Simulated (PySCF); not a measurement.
PySCF 2.14.0, unrestricted BP86/def2-tzvp, df: [CH]=CC=C, charge 0, multiplicity 2, 9 atoms. The geometry is a generated start, not checked to be a minimum at this level.

```yaml
task: energy
method: bp86
basis: def2-tzvp
two_electron_scheme: density fitting
mol.max_memory: 3000 MB
mf.max_cycle: 100
mf.init_guess: minao (default)
mf.DIIS: CDIIS (default)
mf.diis_space: 8 (default)
mf.conv_tol: 1e-09 (default)
mf.grids.level: 3 (default)
basis_functions: 154
grid_points: 105512
```

```xyz
9

C     -1.5654    -1.1846    -0.7238
C     -0.3703    -0.6937    -0.5900
C      0.0127     0.3557     0.3654
C      1.2458     0.8313     0.4576
H     -2.5312    -1.0582    -0.2887
H      0.4455    -1.0510    -1.2102
H     -0.7805     0.7277     0.9960
H      2.0431     0.4691    -0.1705
H      1.5004     1.6037     1.1642
```

Charge 0 and multiplicity 2 are set for this test and not shown to be the ground state.

One run each on 2 threads, 1 BLAS thread. Values of level_shift (Hartree) tried: 0 (default), 0.1, 0.3, 1.

**Question.** Predict the course of the Fock builds along this series.

**Answer.** Fewest Fock builds, within one of each other: 0 (default) with 16, 0.1 with 17. The count rises to 48 at 1. All converge to one solution.

```
level_shift (Hartree)  Fock builds            end
---------------------  -----------  -------------
0 (default)                     16  same solution
0.1                             17  same solution
0.3                             23  same solution
1                               48  same solution
```
